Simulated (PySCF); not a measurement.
PySCF 2.14.0, PBE0/def2-svp: Mn(CO)5(H), 12 atoms. The geometry is a generated start, not checked to be a minimum at this level.

```python
import time
import numpy
from pyscf import lib
from pyscf import gto, scf, dft, mp, cc, sgx
lib.logger.TIMER_LEVEL = 4
t0 = time.perf_counter()

mol = gto.M(
    atom='''
Mn     0.18210000    -0.12230000     0.00730000
O     -2.25250000     1.48950000    -0.08810000
C     -1.30110000     0.86730000    -0.05300000
O      1.82490000     2.21320000     0.72670000
C      1.20510000     1.29950000     0.44970000
O      0.72830000     0.39350000    -2.84000000
C      0.53400000     0.18050000    -1.73870000
O     -0.24620000    -0.69090000     2.86500000
C     -0.06260000    -0.48590000     1.76050000
O     -1.33000000    -2.54460000    -0.71430000
C     -0.72880000    -1.61950000    -0.43390000
H      1.44670000    -0.98040000     0.05880000
''',
    basis='def2-svp',
    max_memory=4000,
    verbose=4,
)
mf = dft.RKS(mol, xc='pbe0')
mf.chkfile = None
mf.kernel()
print('SCF converged:', mf.converged)
print('E(SCF) = %.10f' % mf.e_tot)
print('basis functions:', mol.nao_nr())
print('integrals held in memory:', getattr(mf, '_eri', None) is not None)
t1 = time.perf_counter()
print('wall of the SCF part: %.3f s' % (t1 - t0))
print('run ended')
```

The program reports basis functions: 176, grid points: 171712.

Machine: one whole node, Arm Neoverse V2, 96 cores on 1 socket, no SMT, 1 L3 cache group.

Each time is the median wall time of two to five repeats, run one at a time on the otherwise empty machine; start-up is included. Unless noted, each process is bound to its own block of adjacent cores. Build: PyPI wheel: OpenMP (GNU), a bundled serial OpenBLAS 0.3.3 under its C layer, NumPy's threaded OpenBLAS held to generic ARMv8 kernels, libcint, Libxc. Other compilers and libraries give other times. Scratch files lie in a memory file system.

Started as
```bash
OMP_NUM_THREADS=32 OPENBLAS_NUM_THREADS=1 python -u run.py
```
(32 threads, 1 BLAS thread, mol.max_memory = 4000 MB, mf.direct_scf_tol = 1e-13 (default)) it takes 4.1 s and 20 Fock builds (products with the orbital Hessian counted alike).

Question: How long does it take after this change: mol.max_memory = 500 MB, mf.direct_scf_tol = 1e-15?

Answer: About 21 s (2 runs within 1 %): 5.2× as long. Without room for the integrals they are computed anew in 20 passes, 18 s in all. Change in the result: energy equal as printed.
